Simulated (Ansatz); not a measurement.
**Cu3N, response to strain**

Consider Cu3N (space group Pm-3m, No. 221).

```yaml
crystal:
  lattice:
    - [3.72085, 0.00000, 0.00000]
    - [0.00000, 3.72085, 0.00000]
    - [0.00000, 0.00000, 3.72085]
  atoms:
    - { symbol: Cu, position: [0.50000, 0.00000, 0.00000] }
    - { symbol: Cu, position: [0.00000, 0.50000, 0.00000] }
    - { symbol: Cu, position: [0.00000, 0.00000, 0.50000] }
    - { symbol: N, position: [0.00000, 0.00000, 0.00000] }
```

Cartesian axes are those of the cell as printed.

Strains are applied to the cell and any free atomic positions relax.

Method: DFT with LDA, PAW potentials and a 420 eV plane-wave cutoff in Ansatz (an electronic-structure program), scalar-relativistic without spin-orbit coupling.

Notes on the quantities. energy relative to the base: free energy F.

```
change                       energy relative to the base  volume per atom
---------------------------  ---------------------------  ---------------
base                                          0 meV/atom         12.88 Å³
tensor shear ε_xy = +1.33 %                +0.6 meV/atom         12.88 Å³
tensor shear ε_xy = +0.33 %                 0.0 meV/atom         12.88 Å³
tensor shear ε_xy = +0.67 %                +0.1 meV/atom         12.88 Å³
tensor shear ε_xy = +1.00 %                +0.3 meV/atom         12.88 Å³
tensor shear ε_xy = +1.67 %                +0.9 meV/atom         12.87 Å³
tensor shear ε_xy = +2.00 %                +1.3 meV/atom         12.87 Å³
```

Stability against distortions was not tested. The final runs are not spin-polarised.
